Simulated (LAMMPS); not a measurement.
Molecular dynamics of a free-standing liquid film of Si, 1800 atoms, at 1690 K.

Level of theory: classical MD, pair style sw, file Si.sw; code LAMMPS.

```yaml
surface_tension: 0.91 ± 0.02 N/m
excess_potential_energy_of_the_surface: 0.92 J/m²
number_density_in_the_middle: 0.0530 Å⁻³
cost: roughly 15 core-minutes
```

Potential: file Si.sw of the LAMMPS distribution; its header cites Stillinger and Weber,  Phys Rev B, 31, 5262, (1985).

The ± values are statistical; the model's systematic error is not in them.

```
z (Å)    number density (Å⁻³)
-------  --------------------
-27.60                 0.0000
-26.59                 0.0001
-25.59                 0.0017
-24.59                 0.0156
-23.58                 0.0424
-22.58                 0.0563
-21.58                 0.0511
-20.57                 0.0537
-19.57                 0.0543
-18.57                 0.0515
-17.56                 0.0534
-16.56                 0.0526
-15.55                 0.0532
-14.55                 0.0528
-13.55                 0.0532
-12.54                 0.0533
-11.54                 0.0528
-10.54                 0.0529
-9.530                 0.0533
-8.530                 0.0527
-7.530                 0.0533
-6.520                 0.0529
-5.520                 0.0528
-4.520                 0.0527
-3.510                 0.0522
-2.510                 0.0541
-1.510                 0.0527
-0.5000                0.0532
0.5000                 0.0532
1.510                  0.0528
2.510                  0.0522
3.510                  0.0540
4.520                  0.0524
5.520                  0.0532
6.520                  0.0529
7.530                  0.0529
8.530                  0.0529
9.530                  0.0530
10.54                  0.0530
11.54                  0.0530
12.54                  0.0529
13.55                  0.0527
14.55                  0.0534
15.55                  0.0528
16.56                  0.0529
17.56                  0.0529
18.57                  0.0525
19.57                  0.0551
20.57                  0.0510
21.58                  0.0549
22.58                  0.0528
23.58                  0.0282
24.59                  0.0060
25.59                  0.0003
26.59                  0.0000
```
